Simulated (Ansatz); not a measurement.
N vacancy (broken-bond start) in wurtzite AlN (start: the N site; a neighbour pushed 0.95 Å away from the vacancy; 192-site cell, 2×2×1 shifted sampling). Computed with PBE, PAW (plane waves to 420 eV; Ansatz, a program for electronic structure). Total energies of the localised charge states, counted from that of charge +2, and their image corrections (point charge with alignment); the host's valence-band maximum lies at 6.946 eV on the cells' energy zero and its gap is 4.03 eV.

```json
[
 {"charge": "+2", "moment (μB)": "1.0", "E − E(first) (eV)": "0.000", "correction (eV)": "0.597"},
 {"charge": "+1", "moment (μB)": "not spin-polarised", "E − E(first) (eV)": "7.593", "correction (eV)": "0.135"},
 {"charge": "0", "moment (μB)": "1.0", "E − E(first) (eV)": "17.952", "correction (eV)": "0.000"}
]
```

**Question.** Derive the transition levels above the valence-band maximum and say which of them are thermodynamic.

**Answer.** A level is the Fermi energy at which two charges have equal formation energy: ε(q/q′) = [E(q′) + corr(q′) − E(q) − corr(q)] / (q − q′) − E_VBM.
ε(+2/+1) = [(7.593 + 0.135) − (0.000 + 0.597)] / 1 − 6.946 = 0.19 eV
ε(+1/0) = [(17.952 + 0.000) − (7.593 + 0.135)] / 1 − 6.946 = 3.28 eV
Thermodynamic levels at least 0.1 eV inside the gap: (+2/+1) at 0.19 eV; (+1/0) at 3.28 eV. They hold to tenths of an eV in this cell. Charges with a result: +2, +1, 0. Others weren't obtained, and one of them could lie lower, also by skipping a charge. The geometries come from one start. Flagged in the runs: a host whose relaxation on this sampling wasn't shown to rest.
